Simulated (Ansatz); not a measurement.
The starting structures come from a database of crystals and need not be the phases stable at ambient conditions.

Given:

```yaml
crystal:
  lattice:
    - [4.42440, -0.00059, -0.00611]
    - [-2.21096, 7.09371, 0.04434]
    - [0.01654, 0.40772, 10.80233]
  atoms:
    - { symbol: Sn, position: [0.00000, 0.00000, 0.00000] }
    - { symbol: Sn, position: [0.73560, 0.47064, 0.30429] }
    - { symbol: Sn, position: [0.26440, 0.52936, 0.69571] }
    - { symbol: I, position: [0.92237, 0.84494, 0.72895] }
    - { symbol: I, position: [0.07763, 0.15506, 0.27105] }
    - { symbol: I, position: [0.63883, 0.27774, 0.56252] }
    - { symbol: I, position: [0.36117, 0.72226, 0.43748] }
    - { symbol: I, position: [0.64991, 0.29978, 0.92363] }
    - { symbol: I, position: [0.35009, 0.70022, 0.07637] }
```

Space group of this cell: P-1. The cell was relaxed by PBE-D3(BJ); by r2SCAN its mean pressure is 1.0 GPa.

Transport runs along the normal of the first two printed cell vectors.

The gap is the functional's own. No spin-orbit coupling. Mid-gap values are interpolated on the energy grid.

**Question.** State the band gap and the smallest decay constant κ at mid-gap according to r2SCAN in Ansatz (a first-principles code).

**Answer.** Gap 1.82 eV on a 8×4×4 mesh; κ = 0.234 1/Å, at (0.500, 0.250) of the in-plane reciprocal vectors. At the zone centre, at the nearest computed energy, the slowest state has κ = 0.26 1/Å.
